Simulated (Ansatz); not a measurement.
For CdO (model structure, Pm-3m, No. 221, 2 atoms in the cell), LDA (plane waves, PAW; Ansatz, an electronic-structure program) gives:

| Quantity | Result |
|---|---|
| lattice constant a | 2.845 Å |
| cohesive energy | 3.54 eV/atom |

Task: What does PBE (Ansatz, PAW) give for the same quantities?

Result: 
- lattice constant a: 2.933 Å (grows by 3.1 %)
- cohesive energy: 2.54 eV/atom (drops by 1.00 eV/atom)

Changes are worked out from the printed values.

Unless a cell is named, each level is at its own relaxed cell (LDA 11.52, PBE 12.61 Å³/atom).

Ansatz's density-functional and Hartree–Fock values are scalar-relativistic unless marked +SOC, with PAW data made under PBE.

A model structure was made by putting elements into a prototype or built by hand; it is no filed structure, need not be a known phase, and can be a saddle point held by its symmetry.
